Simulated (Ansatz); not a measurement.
An Ansatz (a quantum-chemistry and plane-wave program) input (PBEsol, PAW, 420 eV (Ansatz; no SOC)):

Ansatz 0.2 input:
```yaml
crystal:
  lattice:
    - [4.1047862253, 0, 0]
    - [0, 4.1047862253, 0]
    - [0, 0, 4.2323668526]
  atoms:
    - { symbol: Mg, position: [0, 0.5, 0.5] }
    - { symbol: Mg, position: [0.5, 0, 0.5] }
    - { symbol: Mg, position: [0.5, 0.5, 0] }
    - { symbol: Si, position: [0, 0, 0] }
    - { symbol: O, position: [0.5, 0.5, 0.5] }
basis: { ecutwfc: 420, ecutrho_ratio: 4, xc_grid: 2, fft_grid_basis: typed }
kpoints: { mp_grid: { grid: [11, 11, 11] } }
hamiltonian:
  xc: pbesol
  dispersion: none
  pseudopotentials: { kind: paw }
scf: { occupations: { method: fermi_dirac, width: 0.05 } }
relax: { f_tol: 0.005, max_steps: 50, cell: { stress_tol: 0.01, fix: [a, b, gamma] } }
output: { forces: true, stress: true }
checkpoint: { write: state.ck, write_every: 1000 }
```

Problem. Which symmetry and how many k-points will the program report, and about how many plane waves at Γ?

Solution. Space group P4/mmm (ITA 123) with 16 operations, k-points 126 of 1331, and 1375 plane waves at Γ.

Problem. And the final pressure?

Solution. 2.85 GPa (compression positive).

The cells carry an imposed strain or load. No phonon test of stability was made. The final runs are not spin-polarised. The cell was made from Mg3SiO in the anti-perovskite structure (space group Pm-3m, No. 221; a hypothetical phase, not in the database extracts checked) by this change: biaxial strain −2.03 %, plane normal [001], relaxed out of plane.
